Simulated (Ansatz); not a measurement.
# Ga2O3: response to strain

Base system: Ga2O3 in the corundum structure (space group R-3c, No. 167; a = 5.058 Å, c = 13.623 Å (hexagonal axes)). Axes: x lies along a and z along c of the hexagonal cell.

Strains are applied to the cell and any free atomic positions relax; under biaxial strain the out-of-plane vector relaxes too.

Method: plane-wave PAW DFT at the PBE level (Ansatz, an electronic-structure program, 420 eV), spin-orbit coupling left out.

Notes on the quantities. energy relative to the base: free energy F.

| biaxial strain, plane normal [001], relaxed out of plane (%) | energy relative to the base (meV/atom) |
|---|---|
| 0 | 0.0 |
| 0.75 | 1.5 |
| 1.5 | 5.9 |
| 2.25 | ? |
| 3 | 23.1 |

Problem. Fit ΔE = Aε² + Bε³ (ε in %) to the rows shown and predict the withheld row.

Solution. Least squares on the printed values gives A = 2.68 and B = -0.038 meV/atom (largest residual 0.0 meV/atom); this predicts 13.1 meV/atom, and the run gives 13.2 meV/atom, in agreement.

Whether these cells are dynamically stable was not tested.
